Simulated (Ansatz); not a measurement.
Ansatz (a quantum-chemistry and plane-wave program) run on LaGe3Ir (I4mm, 5 atoms in the cell): relaxation of the atoms.

Method: LDA (PW92), default PAW files made with PBE (plane waves; Ansatz).

The change in words: one atom moved by 0.15 angstrom; relax: default → atoms; relax.f_tol: default → 0.001 eV/Å. Reference geometry:
```
CELL_PARAMETERS angstrom
     -2.23029     2.23029     5.06692
      2.23029    -2.23029     5.06692
      2.23029     2.23029    -5.06692
ATOMIC_POSITIONS crystal
  La 0.57853 0.57853 0.00000
  Ge 0.34263 0.84263 0.50000
  Ge 0.84263 0.34263 0.50000
  Ge 0.00049 0.00049 0.00000
  Ir 0.23877 0.23877 0.00000
```

Reference input (self-consistent single point, DFT, LDA (PW92), plane waves, default PAW files made with PBE): basis.ecutwfc = 420 eV; kpoints.mp_grid.grid = 8 8 8; hamiltonian.xc = lda; hamiltonian.pseudopotentials = {kind: paw} (the program's default PAW files); scf.occupations.method = gaussian; scf.occupations.width = 0.1 eV. This run's input differs from it in these lines:

```diff
@@ -7,3 +7,3 @@
   atoms:
-    - { symbol: La, position: [0.578530, 0.578530, 0.000000] }
+    - { symbol: La, position: [0.593332, 0.593332, 0.000000] }
     - { symbol: Ge, position: [0.342630, 0.842630, 0.500000] }
@@ -21,2 +21,4 @@
   occupations: { method: gaussian, width: 0.1 }
+relax:
+  f_tol: 0.001
 output:
```

The program printed (abridged):

```
   [... SCF lines of the steps left out ...]
relax step   1: F+E_penalty+E_count = -30390.39574155 eV  Δ(F+E_penalty+E_count) = +0.000e0 eV  max|allowed force component| = 7.662e-1 eV/Å  Δτ_max = 0.0000 Å  (8 SCF iters, dr2 threshold 1.00e-7 eV, accepted)
relax step   2: F+E_penalty+E_count = -30390.45156610 eV  Δ(F+E_penalty+E_count) = -5.582e-2 eV  max|allowed force component| = 3.317e-1 eV/Å  Δτ_max = 0.1825 Å  (7 SCF iters, dr2 threshold 3.67e-5 eV, accepted)
relax step   3: F+E_penalty+E_count = -30390.46451981 eV  Δ(F+E_penalty+E_count) = -1.295e-2 eV  max|allowed force component| = 3.240e-2 eV/Å  Δτ_max = 0.0472 Å  (5 SCF iters, dr2 threshold 6.88e-6 eV, accepted)
relax step   4: F+E_penalty+E_count = -30390.46464290 eV  Δ(F+E_penalty+E_count) = -1.231e-4 eV  max|allowed force component| = 3.423e-3 eV/Å  Δτ_max = 0.0051 Å  (6 SCF iters, dr2 threshold 6.56e-8 eV, accepted)
relax step   5: F+E_penalty+E_count = -30390.46464420 eV  Δ(F+E_penalty+E_count) = -1.308e-6 eV  max|allowed force component| = 5.854e-4 eV/Å  Δτ_max = 0.0005 Å  (5 SCF iters, accepted)
the relaxation is at rest under the 8 symmetry operations that the run kept from its start: a minimum is not shown …
Stability not checked: this state was not tested for a lower state beside it, because too few of the mixer's solves of this state at the end of the SCF gave a …
Free energy (F): -30390.464644 eV
Internal energy: -30390.458016 eV  (E = F + TS)
E sigma→0 (E₀):  -30390.461330 eV
Entropy (-TS):   -0.006629 eV (-1.326 meV/atom)
Fermi energy:    13.628073 eV
--- Forces (eV/Å), atoms counted from 1 ---
  atom   1  La     0.00000000     0.00000000     0.00024218
   [... lines left out ...]
    - { symbol: Ge, position: [0.34497123479292263, 0.8449712347929226, 0.5] }
    - { symbol: Ge, position: [0.8449712347929226, 0.34497123479292263, 0.5] }
    - { symbol: Ge, position: [0.005547792621138158, 0.005547792621138158, -1.950239748972575e-33] }
    - { symbol: Ir, position: [0.24294084639328029, 0.24294084639328029, 1.374369868758451e-33] }
```

The run converged. 

Summary of the result:
* **Free energy E − TS (on the zero of these files)**: -30390.4646 eV
* **Fermi level (on the code's own zero)**: 13.63 eV
* **Pressure**: -5.56 GPa
* **Relaxation steps**: 5

The starting cell comes from a database of computed structures (which also holds hypothetical and non-ambient phases and stackings), without a prior relaxation at this level. Its lattice was rescaled by up to half a per cent. For this run, on top of that: one atom moved by 0.15 angstrom. Spin polarisation is off. The relaxation keeps the symmetry of its start, so its end need not be a minimum. Ansatz's pressure includes its estimate of the finite-basis (Pulay) stress.

Cost on one core of a shared machine: roughly 2 min.

Keys are those of Ansatz 0.2.
